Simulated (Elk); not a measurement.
Worked example: self-consistent single point of ZrHg₃ (Pm-3m, 4 atoms in the cell) in Elk.

Method of the run: LDA (PW92), all-electron FP-LAPW, Elk's shipped species files, default APW+lo basis run with Elk 10.2.4.

The change in words: lattice scaled by 0.98. Reference geometry:
```xyz
4
Lattice="4.4177 0.0000 0.0000 0.0000 4.4177 0.0000 0.0000 0.0000 4.4177" Properties=species:S:1:pos:R:3 pbc="T T T"
Zr     0.0000     0.0000     0.0000
Hg     2.2089     2.2089     0.0000
Hg     0.0000     2.2089     2.2089
Hg     2.2089     0.0000     2.2089
```

Reference input (self-consistent single point, DFT, LDA (PW92), all-electron FP-LAPW, Elk's shipped species files, default APW+lo basis): stype = 0; swidth = 0.00367493 Ha; ngridk = 8 8 8; rmtscf = 0.99; maxscl = 100. This run's input differs from it in these lines:

```diff
@@ -16,5 +16,5 @@
 avec
-    8.3483186898    0.0000000000    0.0000000000
-    0.0000000000    8.3483186898    0.0000000000
-    0.0000000000    0.0000000000    8.3483186898
+    8.1813519381    0.0000000000    0.0000000000
+    0.0000000000    8.1813519381    0.0000000000
+    0.0000000000    0.0000000000    8.1813519381
```

Output, abridged:

```
│ Self-consistent loop started │
│ Loop number : 1 │
 total energy                :     -62532.8826877
│ Loop number : 2 │
 total energy                :     -62534.2209044
RMS change in Kohn-Sham potential (target) :   0.1992274745     (  0.1000000000E-05)
Absolute change in total energy (target)   :    1.338216704     (  0.1000000000E-03)
│ Loop number : 3 │
 total energy                :     -62545.3061811
RMS change in Kohn-Sham potential (target) :   0.1298612888     (  0.1000000000E-05)
Absolute change in total energy (target)   :    11.41983091     (  0.1000000000E-03)
│ Loop number : 4 │
   [... lines left out ...]
Absolute change in total energy (target)   :   0.1016872673E-02 (  0.1000000000E-03)
│ Loop number : 15 │
 total energy                :     -62548.5196928
RMS change in Kohn-Sham potential (target) :   0.1698047495E-06 (  0.1000000000E-05)
Absolute change in total energy (target)   :   0.2879452659E-03 (  0.1000000000E-03)
│ Loop number : 16 │
 total energy                :     -62548.5197716
RMS change in Kohn-Sham potential (target) :   0.1050473413E-06 (  0.1000000000E-05)
Absolute change in total energy (target)   :   0.6899033906E-05 (  0.1000000000E-03)
Convergence targets achieved

│ Loop number : 17 │

Energies :
 Fermi                       :     0.285673345048
 total energy                :     -62548.5197906

Density of states at Fermi energy :    114.4966439
 (states/Hartree/unit cell)

Estimated indirect band gap :   0.2260451914E-03
 from k-point     26 to k-point      6
Estimated direct band gap   :   0.3903669344E-02
 at k-point     10

Charges :
 core                        :    214.0000000
 valence                     :    66.00000000
 interstitial                :    4.942658859
 muffin-tins (core leakage)
  species :    1 (Zr)
   atom    1                 :    37.77246047     (  0.3428344559E-05)
  species :    2 (Hg)
   atom    1                 :    79.09496022     (  0.8398810201E-04)
   atom    2                 :    79.09496022     (  0.8398810201E-04)
   atom    3                 :    79.09496022     (  0.8398810201E-04)
 total in muffin-tins        :    275.0573411
 total calculated charge     :    280.0018960
 total charge                :    280.0000000
 error                       :   0.1896015370E-02

│ Self-consistent loop stopped │
```

The run converged in 17 iterations. The count includes the last loop, which Elk runs after its targets are met. Against the reference run the total energy goes down by 31.0 meV/atom.

The starting cell comes from a database of computed structures (which also holds hypothetical and non-ambient phases and stackings), without a prior relaxation at this level. For this run, on top of that: lattice scaled by 0.98. Spin-orbit coupling is off. Values depend on the basis (sphere radii, cutoffs, local orbitals), which need not be converged. The log's line on a gap gives a spacing of levels on this mesh, which the program prints for metals too.
